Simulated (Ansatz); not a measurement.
The starting structures come from a database of crystals and need not be the phases stable at ambient conditions.

 Where the default PAW files enter, the runs use the earlier of Ansatz's two default sets.

By PBEsol, the system below comes out a metal.

The ballistic (Sharvin) conductance counts the channels at the Fermi level: G/A = (e²/h) × channels of both spins per area.

Given:

```yaml
crystal:
  lattice:
    - [3.63612, 0.00000, 0.00000]
    - [1.81806, 5.69668, 0.00000]
    - [0.00000, 0.78768, 4.70915]
  atoms:
    - { symbol: Co, position: [0.00000, 0.00000, 0.00000] }
    - { symbol: Co, position: [0.00000, 0.00000, 0.50000] }
    - { symbol: Co, position: [0.80445, 0.39110, 0.67456] }
    - { symbol: Co, position: [0.19555, 0.60890, 0.32544] }
    - { symbol: Ge, position: [0.81633, 0.36734, 0.18170] }
    - { symbol: Ge, position: [0.18367, 0.63266, 0.81830] }
    - { symbol: Ge, position: [0.56984, 0.86032, 0.28241] }
    - { symbol: Ge, position: [0.43016, 0.13968, 0.71759] }
```

Space group of this cell: C2/m. The cell is strained (all lengths scaled by 0.98); by PBEsol its mean pressure is 11.2 GPa.

The current flows along the normal of the first two printed cell vectors. No spin-orbit coupling; the value is a mean over 0.1 eV about the Fermi level.

### Question
Predict the ballistic conductance per area from Ansatz (a first-principles code) with PBEsol.

### Answer
0.43 × 10¹⁵ S/m² for both spins.
